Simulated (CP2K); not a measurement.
Worked example: self-consistent single point of SnTe (I4mm, 2 atoms in the cell) in CP2K.

Level of theory: PBEsol, GPW, DZVP-MOLOPT-PBE-GTH basis, GTH-PBE potentials (POTENTIAL_UZH) run with CP2K.

```yaml
crystal:
  lattice:
    - [4.44657, 0.00000, 0.00000]
    - [2.22329, 3.85084, 0.00000]
    - [2.22329, 1.28361, 3.63061]
  atoms:
    - { symbol: Sn, position: [0.00795, 0.00795, 0.99205] }
    - { symbol: Te, position: [0.50000, 0.50000, 0.50000] }
```

Reference input (self-consistent single point, DFT PBEsol, GPW, DZVP-MOLOPT-PBE-GTH basis, GTH-PBE potentials (POTENTIAL_UZH)): CUTOFF = 500 Ry; REL_CUTOFF = 60 Ry; SMEAR/METHOD = FERMI_DIRAC; ELECTRONIC_TEMPERATURE = 116.05 K; KPOINTS/SCHEME = MONKHORST-PACK 3 3 3; XC_FUNCTIONAL = PBE:PBESOL; Sn/BASIS_SET = DZVP-MOLOPT-PBE-GTH-q14; Sn/POTENTIAL = GTH-PBE-q14; Te/BASIS_SET = DZVP-MOLOPT-PBE-GTH-q6; Te/POTENTIAL = GTH-PBE-q6; METHOD = GPW; EPS_DEFAULT = 1e-10. This run's input differs from it in these lines:

```diff
@@ -39,3 +39,3 @@
     &KPOINTS
-      SCHEME MONKHORST-PACK 3 3 3
+      SCHEME MONKHORST-PACK 16 16 16
     &END KPOINTS
```

Log, with long lists cut:

```
 SCF WAVEFUNCTION OPTIMIZATION

  Step     Update method      Time    Convergence         Total energy    Change
     1 NoMix/Diag. 0.20E+00      -     0.34023790       -75.6472755155 -7.56E+01
     2 Broy./Diag. 0.20E+00      -     0.01907669       -75.8599315160 -2.13E-01
     3 Broy./Diag. 0.20E+00      -     0.04062942       -75.7194693215  1.40E-01
     4 Broy./Diag. 0.20E+00      -     0.00265626       -75.6292632859  9.02E-02
     5 Broy./Diag. 0.20E+00      -     0.00141196       -75.6126897445  1.66E-02
     6 Broy./Diag. 0.20E+00      -     0.00029658       -75.6177254168 -5.04E-03
     7 Broy./Diag. 0.20E+00      -     0.00002291       -75.6207613395 -3.04E-03
     8 Broy./Diag. 0.20E+00      -     0.00001869       -75.6206081565  1.53E-04
     9 Broy./Diag. 0.20E+00      -     0.00000204       -75.6205725262  3.56E-05
    10 Broy./Diag. 0.20E+00      -     0.00000324       -75.6205589554  1.36E-05
    11 Broy./Diag. 0.20E+00      -     0.00000006       -75.6205576958  1.26E-06
  *** SCF run converged in    11 steps ***

  Overlap energy of the core charge distribution:               0.00000000000137
  Self energy of the core charge distribution:               -125.01755324238016
  Core Hamiltonian energy:                                     35.40419234604833
  Hartree energy:                                              23.91714047222273
  Exchange-correlation energy:                                 -9.92433726781688
  Electronic entropic energy:                                  -0.00000000383287
  Fermi energy:                                                 0.21807853544122

  Total energy:                                               -75.62055769575750
  Total energy (extrapolated to T->0):                        -75.62055769384106

   [... lines left out ...]

 STRESS| Analytical stress tensor [bar]
 STRESS|                        x                   y                   z
 STRESS|      x        2.77224130397E+03   1.51685912316E+02  -2.80454322603E+02
 STRESS|      y        1.51685912316E+02   2.59775120592E+03  -1.62513208740E+02
 STRESS|      z       -2.80454322603E+02  -1.62513208740E+02   2.72159674888E+03
 STRESS| 1/3 Trace                                             2.69719641959E+03
```

The run converged in 11 iterations. Against the reference run the free energy rises by 53.6 meV/atom, the pressure stays at 0.27 GPa, the largest force goes from 0.065 to 0.011 eV/Å and the gap on the mesh goes from 1.488 to 0.172 eV.

The starting cell has typed, rounded lattice constants, without a prior relaxation at this level. Its lattice was rescaled by up to half a per cent. One atom was moved a little off its site on purpose. Spin-orbit coupling is off. Values carry the incompleteness of an atom-centred basis. The potentials were made for another functional than the one used.

Cost on one core of a shared machine: roughly 2 min.
